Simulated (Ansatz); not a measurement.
An Ansatz (an electronic-structure program) input (PBE (Ansatz; PAW; 420 eV plane waves; without spin-orbit coupling)):

Ansatz 0.2 input:
```yaml
crystal:
  lattice:
    - [3.1714293808, 0, 0]
    - [-1.5857146904, 2.7465384101, 0]
    - [0, 0, 3.5413202389]
  atoms:
    - { symbol: Zr, position: [0, 0, 0] }
    - { symbol: B, position: [0.3333333333, 0.6666666667, 0.5] }
    - { symbol: B, position: [0.6666666667, 0.3333333333, 0.5] }
basis: { ecutwfc: 420, ecutrho_ratio: 4, xc_grid: 2, fft_grid_basis: typed }
kpoints: { mp_grid: { grid: [17, 17, 13] } }
hamiltonian:
  xc: pbe
  dispersion: none
  pseudopotentials: { kind: paw }
scf: { occupations: { method: fermi_dirac, width: 0.05 }, convergence: { dr2_threshold: 0.0000000003 } }
output: { forces: true, stress: true }
```

Q: Which symmetry and how many k-points will the program report, and about how many plane waves at Γ?

A: Space group P6/mmm (ITA 191) with 24 operations, k-points 231 of 3757, and 575 plane waves at Γ.

Whether these cells are dynamically stable was not tested. The final runs are not spin-polarised. The cell is ZrB2 (space group P6/mmm, No. 191).
